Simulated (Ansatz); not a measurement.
**AlN: transverse stress against strain**

AlN (wurtzite, P6_3mc, 10.461 Å³/atom at rest, c along z) under a strain ε along c (axis z), the other axes held. PBEsol in Ansatz, a plane-wave DFT program (PAW, default set), 420 eV, 12×12×7 Γ-centred mesh, Fermi-Dirac smearing 0.05 eV; ions are relaxed within the symmetry of each cell. Stress is positive for a compressed cell.

Here s stands for strain and y for stress xx.

```csv
strain (%),stress xx (GPa)
-3.00,?
-1.20,1.35
-0.60,0.66
0.00,0.00
0.60,-0.62
1.20,-1.21
```

Taking a straight line for y over the 5 complete rows: Means: s 0, y 0.036. About the means, the sum of products is -3.8400 and the sum of squares of s is 3.6000; the slope is their ratio. Least squares gives y = 0.036 - 1.0667·s. Residuals (row less fit): 0.034, -0.016, -0.036, -0.016, 0.034; standard error 0.037 (degrees of freedom: 3). The slope gives the elastic constant C13 = 107 ± 2.0 GPa.

**Question.** Estimate the missing y (s = -3.00); what did the run itself give?

**Answer.** y = 0.036 - 1.0667 × (-3.0) = 3.236 GPa. The calculation gives 3.76 GPa, 0.524 GPa above the prediction (10.5 % of the range of y in the table). The row lies outside the fitted rows, so this is an extrapolation. From the scatter of the fitted rows alone, a prediction at this place has a standard error of 0.071 GPa, so the miss is 7.4 times that.

One order more, fitted to all 11 runs of the series, follows each within 0.02, so the miss is the next term of a smooth law. Rows are the converged runs of the series near zero and its far end; series whose fitted rows scatter by over a few per cent of the range, as at a crossing or softening among them, aren't shown in this form. Most that stay on the fit to the last digits aren't either.
